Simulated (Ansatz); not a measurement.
Take SiC (space group P6_3mc, No. 186; a = 3.0585 Å, c = 10.0120 Å) as the base. Axes: x lies along a and z along c of the hexagonal cell.

Computed with LDA, PAW, 420 eV (Ansatz, a quantum-chemistry and plane-wave program; no spin-orbit coupling).

For the base:

The pressure is 0.00 GPa and the band gap is 2.18 eV. The shortest interatomic distance comes out as 3.536 bohr.

The change: biaxial strain −1.50 %, plane normal [001], relaxed out of plane (Cartesian); in-plane vectors clamped, the third vector and the atoms free.

Q: What happens to the pressure?

A: The pressure (mean of the normal stresses, compression positive) goes from zero to 6.58 GPa.

Q: Estimate the effect on the band gap.

A: The band gap drops by 0.126 eV to 2.06 eV.

Q: What happens to the shortest interatomic distance?

A: The shortest interatomic distance falls by 0.0387 bohr to 3.498 bohr.

Stability against distortions was not tested.
